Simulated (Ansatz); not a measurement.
Functionals compared on the (331) surface of fcc Al in its 1x1 cell, outermost plane spacing 0.93 Å in the ideal cut, in Ansatz (plane waves, PAW). The structure was relaxed with PBE; the other rows are single points on it, each with its references at the same level. Cutoff 420 eV (500 eV for r2SCAN).

Set-up: 12 atoms, 10.2 Å thick at the start (thin: gaps and levels are the slab's own); mesh 13x6x1; 0.1 eV smearing; dipole correction on; all atoms relaxed; held to the part of the start's symmetry that mesh and held atoms allow; no spin, no spin-orbit, no U. These notes are the PBE run's.

| functional | surface energy (J/m²) | work function of the top face (eV) | rough cost of the single point |
|---|---|---|---|
| PBE | 0.96 | 4.12 | – |
| LDA | … | … | roughly 40 core-seconds |
| PBEsol | 1.12 | 4.16 | roughly 40 core-seconds |
| RPBE | 0.87 | 4.04 | about 40 core-seconds (a rough figure) |
| r2SCAN | 1.08 | 4.16 | around 100 core-seconds (rough) |

Question: What belongs in the gaps?

Answer: 
- LDA, surface energy (J/m²): 1.13
- LDA, work function of the top face (eV): 4.28

Ansatz is a program for electronic structure.
